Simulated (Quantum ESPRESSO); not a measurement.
Sensitivity of a calculation on TeHO₃ (P1, 40 atoms in the cell) to its settings

```
CELL_PARAMETERS angstrom
      4.98984     0.00000     0.00000
      0.00000    11.52333     0.00000
     -4.97905     0.00000     8.36143
ATOMIC_POSITIONS crystal
  Te 0.56165 0.63525 0.53998
  Te 0.56036 0.36482 0.04618
  Te 0.97063 0.86179 0.45352
  Te 0.97282 0.13728 0.94859
  Te 0.81637 0.34428 0.66736
  Te 0.82344 0.65330 0.16825
  Te 0.98406 0.15690 0.33223
  Te 0.98203 0.84937 0.82988
  H  0.53318 0.55423 0.78291
  H  0.53036 0.44715 0.28251
  H  0.42063 0.93413 0.31734
  H  0.41684 0.06422 0.81295
  H  0.07285 0.38493 0.51888
  H  0.07155 0.61994 0.01878
  H  0.53356 0.12527 0.50751
  H  0.52813 0.87459 0.01022
  O  0.94592 0.68457 0.73403
  O  0.94275 0.31423 0.23505
  O  0.97822 0.81017 0.26312
  O  0.96460 0.18573 0.75896
  O  0.35799 0.77030 0.58259
  O  0.37083 0.23023 0.09191
  O  0.67716 0.72711 0.40569
  O  0.68171 0.27035 0.91022
  O  0.45035 0.53169 0.66703
  O  0.45985 0.46940 0.17031
  O  0.61700 0.95923 0.32761
  O  0.61404 0.03842 0.82591
  O  0.98053 0.91447 0.64415
  O  0.98838 0.08388 0.14679
  O  0.17267 0.58093 0.35424
  O  0.16715 0.41703 0.85047
  O  0.05291 0.30604 0.55626
  O  0.04371 0.69075 0.05425
  O  0.43267 0.19565 0.44493
  O  0.42886 0.80754 0.94403
  O  0.74644 0.49800 0.51104
  O  0.74484 0.50146 0.01038
  O  0.20682 0.99766 0.45700
  O  0.21332 0.00771 0.95805
```

Base run A: LDA (PZ), GBRV 1.5 ultrasoft (LDA) pseudopotentials (Quantum ESPRESSO 7.5), self-consistent single point.

Its settings: ecutwfc = 40 Ry; ecutrho = 200 Ry; occupations = smearing; smearing = gauss; degauss = 0.000734986 Ry; potentials = {Te: te_lda_v1.uspp.F.UPF, H: h_lda_v1.4.uspp.F.UPF, O: o_lda_v1.2.uspp.F.UPF}; K_POINTS = automatic 3 2 2 0 0 0; conv_thr = 1e-10 Ry.

The starting cell comes from a database of computed structures (which also holds hypothetical and non-ambient phases and stackings), without a prior relaxation at this level. Its atoms were displaced at random from the sites of space group no. 7. Spin-orbit coupling is off. In the base run, forces exceed 1 eV/Å.

ΔF is the free energy per atom less that of run A. 

Run A gave: pressure (GPa) 2.21; largest force (eV/Å) 4.599; gap on the mesh (eV) 1.815; k-points 8.

Runs:
- B: nbnd: default → 102
- C: lattice scaled by 1.015
- D: K_POINTS: automatic 3 2 2 0 0 0 → automatic 2 1 1 1 1 1
- E: conv_thr: 1e-10 Ry → 0.00073 Ry
- F: K_POINTS: automatic 3 2 2 0 0 0 → gamma
- G: use_all_frac: default → true

**Question.** What does run D change against A?

**Answer.** The free energy is nearly the same (within 1 meV/atom), the pressure moves little (2.21 to 2.22 GPa), the largest force hardly changes (4.599 to 4.590 eV/Å) and the gap on the mesh goes from 1.815 to 2.075 eV.

**Question.** What does run F change against A?

**Answer.** The free energy falls by 34.2 meV/atom, the pressure goes from 2.21 to 0.93 GPa, the largest force goes from 4.599 to 4.712 eV/Å and the gap on the mesh goes from 1.815 to 1.886 eV.

**Question.** What does run E change against A?

**Answer.** The free energy stays essentially unchanged (within 1 meV/atom), the pressure goes from 2.21 to 2.83 GPa, the largest force goes from 4.599 to 4.586 eV/Å and the gap on the mesh goes from 1.815 to 1.804 eV.

```json
[
 {"run": "A", "ΔF (meV/atom)": "0.00", "pressure (GPa)": "2.21", "largest force (eV/Å)": "4.599", "gap on the mesh (eV)": "1.815", "k-points": "8"},
 {"run": "B", "ΔF (meV/atom)": "0.00", "pressure (GPa)": "2.21", "largest force (eV/Å)": "4.599", "gap on the mesh (eV)": "1.815", "k-points": "8"},
 {"run": "C", "ΔF (meV/atom)": "3.7", "pressure (GPa)": "-4.23", "largest force (eV/Å)": "3.640", "gap on the mesh (eV)": "1.590", "k-points": "8"},
 {"run": "D", "ΔF (meV/atom)": "0.09", "pressure (GPa)": "2.22", "largest force (eV/Å)": "4.590", "gap on the mesh (eV)": "2.075", "k-points": "1"},
 {"run": "E", "ΔF (meV/atom)": "0.09", "pressure (GPa)": "2.83", "largest force (eV/Å)": "4.586", "gap on the mesh (eV)": "1.804", "k-points": "8"},
 {"run": "F", "ΔF (meV/atom)": "-34.2", "pressure (GPa)": "0.93", "largest force (eV/Å)": "4.712", "gap on the mesh (eV)": "1.886", "k-points": "1"},
 {"run": "G", "ΔF (meV/atom)": "0.00", "pressure (GPa)": "2.21", "largest force (eV/Å)": "4.599", "gap on the mesh (eV)": "1.815", "k-points": "8"}
]
```
